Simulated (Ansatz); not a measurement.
## Cubic perovskite CsPbBr3 (cubic high-temperature phase)

The numbers are results of PBEsol+SOC in Ansatz (plane waves, PAW), not measurements.

Settings: plane-wave cutoff 520 eV, 6×6×6 k mesh, Fermi–Dirac smearing 0.01 eV, PAW data made under PBE.

Cell: relaxed at this level.

For cubic perovskite CsPbBr3 (cubic high-temperature phase), the equilibrium volume per atom is 40.31 Å³/atom. The bulk modulus B0 is 21.2 GPa and the lattice constant a comes out as 5.863 Å. The band gap is 0.20 eV (direct) and the direct gap at Γ is 4.77 eV. The pressure derivative B′ of the bulk modulus is 4.3.

Note: the relaxation could not lower the start's symmetry, so the cell can be a saddle point above a distorted one.

Ansatz is a first-principles code.
